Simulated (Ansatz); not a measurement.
Consider Au in the fcc (Cu type) structure (space group Fm-3m, No. 225; a = 4.0834 Å). Axes: x, y, z lie along the cube axes.

Structures relaxed with PBEsol, PAW, 420 eV (Ansatz, a quantum-chemistry and plane-wave program; no spin-orbit coupling).

Base:

Simulated powder pattern, Co Kα, λ = 1.79026 Å (kinematic, ideal powder, no thermal factors, no anomalous dispersion; the 14 strongest lines at most, above 2 %, up to 2θ = 90°):

```csv
2θ (°),I/Imax (%),hkl
44.63,100,(111)
52.01,49,(200)
76.63,33,(220)
```

After one change:

Simulated powder pattern, Co Kα, λ = 1.79026 Å (kinematic, ideal powder, no thermal factors, no anomalous dispersion; the 14 strongest lines at most, above 2 %, up to 2θ = 90°):

```csv
2θ (°),I/Imax (%)
44.52,100
44.82,33
51.97,65
76.36,22
76.79,22
```

Q: Name the change that was made.
A. biaxial strain +0.31 %, plane normal [111], relaxed out of plane
B. uniaxial strain ε_zz = +0.55 %
C. uniaxial stress, 8 GPa tension along z
D. tensor shear ε_xz = −0.94 %

A: A, biaxial strain +0.31 %, plane normal [111], relaxed out of plane. Its volume per atom is 17.06 Å³ against 17.02 Å³, and its space group is R-3m (No. 166).

Beyond what the load breaks, stability against distortions was not tested.
